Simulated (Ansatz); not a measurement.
Ansatz (a program for electronic structure) run on CuAu (P4/mmm, 2 atoms in the cell): self-consistent single point.

Level of theory: PBE, PAW files (plane waves; Ansatz).

```
CELL_PARAMETERS angstrom
      2.85811     0.00000     0.00000
      0.00000     2.85811     0.00000
      0.00000     0.00000     3.59092
ATOMIC_POSITIONS crystal
  Cu 0.50000 0.50000 0.50000
  Au 0.00000 0.00000 0.00000
```

Reference input (self-consistent single point, DFT, PBE, plane waves, PAW files): basis.ecutwfc = 420 eV; kpoints.mp_grid.grid = 8 8 6; hamiltonian.xc = pbe; hamiltonian.pseudopotentials = {kind: paw} (an earlier, softer set of the program's PAW files); scf.occupations.method = fermi_dirac; scf.occupations.width = 0.1 eV. This run's input differs from it in these lines:

Ansatz 0.2 input:
```diff
@@ -9,3 +9,3 @@
 basis:
-  ecutwfc: 420.0
+  ecutwfc: 210.0
 kpoints:
```

The program printed (abridged):

```
SCF iter   1: F=—  HF=-19769.031534 eV  |F-HF|=—  |Δ(HF+E_count)|=         —  Δρ=2.10e-1  dr2=1.82e1  ethr=3.10e-3  ⟨swp⟩=4.2  Hψ=4790  notcnv=0
all-band conjugate gradients solve this SCF's bands
preconditioner: auto → Kerker (q_TF=auto, 2.849 Å⁻¹)
SCF iter   2: F=—  HF=-19764.505387 eV  |F-HF|=—  |Δ(HF+E_count)|=    4.53e0  Δρ=6.51e-2  dr2=2.10e0  ethr=3.10e-3  ⟨swp⟩=2.1  Hψ=2960  notcnv=0  defer=3
   [... lines left out ...]
SCF iter   7: F=—  HF=-19763.939617 eV  |F-HF|=—  |Δ(HF+E_count)|=   2.15e-4  Δρ=8.90e-4  dr2=1.78e-4  ethr=2.83e-6  ⟨swp⟩=1.6  Hψ=1831  notcnv=0  defer=3
SCF iter   8: F=—  HF=-19763.939568 eV  |F-HF|=—  |Δ(HF+E_count)|=   4.94e-5  Δρ=1.06e-4  dr2=4.12e-6  ethr=4.69e-7  ⟨swp⟩=2.3  Hψ=2060  notcnv=0  defer=3
SCF iter   9: F=—  HF=-19763.939514 eV  |F-HF|=—  |Δ(HF+E_count)|=   5.37e-5  Δρ=1.72e-5  dr2=8.19e-8  ethr=2.63e-10  ⟨swp⟩=3.0  Hψ=5161  notcnv=0
SCF iter  10: F=-19763.939514 eV  HF=-19763.939514 eV  |F-HF|=8.84e-9  |Δ(HF+E_count)|=   7.85e-9  Δρ=6.79e-6  dr2=1.19e-8  ethr=2.16e-10  ⟨swp⟩=2.0  Hψ=4391  notcnv=0
SCF 1 converged in 10 iterations: F = -19763.939514 eV  dr2 = 1.19e-8
Free energy (F): -19763.939514 eV
Internal energy: -19763.920751 eV  (E = F + TS)
E sigma→0 (E₀):  -19763.930133 eV
Entropy (-TS):   -0.018763 eV (-9.382 meV/atom)
Fermi energy:    18.398777 eV
--- Forces (eV/Å), atoms counted from 1 ---
  atom   1  Cu     0.00000000     0.00000000     0.00000000
  atom   2  Au     0.00000000     0.00000000     0.00000000
--- Stress (GPa, compression-positive) ---
        4.100755       0.000000       0.000000
        0.000000       4.100755       0.000000
        0.000000       0.000000      -4.223282
  P = ⅓ Tr σ = 1.3261 GPa (13.261 kbar)
  The stress holds the Pulay correction. Without it, at fixed plane waves, as pw.x and ABINIT print it: P = -353.6706 GPa
```

The run converged in 10 iterations. Against the reference run the free energy goes up by 6.28 eV/atom and the pressure goes from 3.69 to 1.33 GPa.

The starting cell comes from a database of computed structures (which also holds hypothetical and non-ambient phases and stackings), without a prior relaxation at this level. Its lattice was rescaled by a random factor within 2.5 % of one. Spin polarisation is off. Ansatz's pressure includes its estimate of the finite-basis (Pulay) stress. Without the estimate this run gives -353.67 GPa. The cutoff lies below the one recommended for these files.
